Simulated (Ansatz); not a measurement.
# InP, point defects

Consider an 8-atom supercell of InP in the zinc blende structure (space group F-43m, No. 216; a = 5.960 Å) at its relaxed geometry.

One neutral defect a cell, atoms relaxed at fixed cell.

The values are results of DFT with PBE, PAW potentials and a 420 eV plane-wave cutoff in Ansatz (an electronic-structure program), no spin-orbit coupling, earlier PAW set, not measurements.

| variant | pressure | largest displacement of a host atom from its site in the perfect cell |
|---|---|---|
| perfect supercell | 0.0 GPa | – |
| P vacancy, symmetric start | -1.9 GPa | 0.08 Å |
| P interstitial (started 2.58 Å from the nearest host atom), symmetric start | 6.9 GPa | 0.04 Å |
| In interstitial (started 2.43 Å from the nearest host atom) | 11.2 GPa | 0.10 Å |
| Ir on a In site, symmetric start | -3.5 GPa | 0.29 Å |
| Rh on a P site | 0.9 GPa | 0.05 Å |

The magnetic state is the one reached from the starting moments; the real material's order can differ, and small cells can't hold many antiferromagnetic ones. The cell is small, so the values are those of an ordered compound at a high defect concentration; dilute-limit values will differ. A case with no gap was solved on a k-mesh chosen for an insulator, which is coarse for it. Defects with a symmetric start kept the site's symmetry and may sit on a saddle; the others started slightly shaken. Starting moments died away, wholly or in part, for P vacancy, In interstitial (started 2.43 Å from the nearest host atom), Ir on a In site and Rh on a P site; another magnetic solution may exist.
